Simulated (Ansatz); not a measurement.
PdSeS (P2₁2₁2₁, No. 19, 12 atoms in the cell; start mp-1219871): smallest direct gap on the k points sampled by level of theory

No measured value is used here.

```json
[
 {"level (code)": "HSE06 (Ansatz)", "value (eV)": "1.08"},
 {"level (code)": "HSE06+SOC (Ansatz)", "value (eV)": "…"},
 {"level (code)": "PBE0 (Ansatz)", "value (eV)": "1.77"}
]
```

Task: Complete the blanks.

Result: 
- HSE06+SOC (Ansatz, an electronic-structure program), value (eV): 1.04

At these levels the smallest gap is indirect and lower: HSE06 0.32, HSE06+SOC 0.33, PBE0 0.99 eV. Computed values are for a static lattice. Spin–orbit coupling is included only where a level's name says +SOC; with heavier elements it mostly lowers gaps and can invert bands.  Values are at the PBE-D3(BJ) cell. Ansatz's density-functional and Hartree–Fock values are scalar-relativistic unless marked +SOC, with PAW data made under PBE.

A start named mp-… is a Materials Project structure, which need not be a measured phase.
